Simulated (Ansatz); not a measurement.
Formation enthalpy of Mg₂Ge (model structure, from the CdI2 type, P-3m1, No. 164) at several levels of theory

No measured value is used here.

```csv
level (code),value (eV/atom)
PBE (Ansatz),-0.017
PBEsol (Ansatz),-0.031
PBE-D3(BJ) (Ansatz),…
```

**Question.** Fill in the missing entries.

**Answer.** 
- PBE-D3(BJ) (Ansatz, a first-principles code), value (eV/atom): -0.043

Each level is taken at its own relaxed cell. Ansatz's density-functional and Hartree–Fock values are scalar-relativistic unless marked +SOC, with PAW data made under PBE.

A model structure was made by putting elements into a prototype or built by hand; it is no filed structure, need not be a known phase, and can be a saddle point held by its symmetry.
